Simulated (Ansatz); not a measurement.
Start from Ta in the bcc (W type) structure (space group Im-3m, No. 229; relaxed with 0.1 eV smearing).

```yaml
crystal:
  lattice:
    - [-1.64115, 1.64115, 1.64115]
    - [1.64115, -1.64115, 1.64115]
    - [1.64115, 1.64115, -1.64115]
  atoms:
    - { symbol: Ta, position: [0.00000, 0.00000, 0.00000] }
```

Cartesian axes are those of the cell as printed.

Method: Ansatz (a program for electronic structure), PBEsol, PAW, cutoff 420 eV, without spin-orbit coupling.

Before the change:

- Shortest interatomic distance = 2.843 Å

One thing is altered: uniaxial strain ε_zz = +4.11 %, all other strain components held at zero, atoms relaxed at fixed cell.

Problem. Predict the new energy relative to the base, shortest interatomic distance and stress.

Solution. The energy rises by 24 meV/atom; the shortest interatomic distance goes up by 0.039 Å to 2.882 Å; the stress (xx, yy, zz, yz, xz, xy; compression positive) amounts to (-6.2, -6.2, -10.3, 0.0, 0.0, 0.0) GPa.

No phonon test of stability was made. All final runs are without spin polarisation.
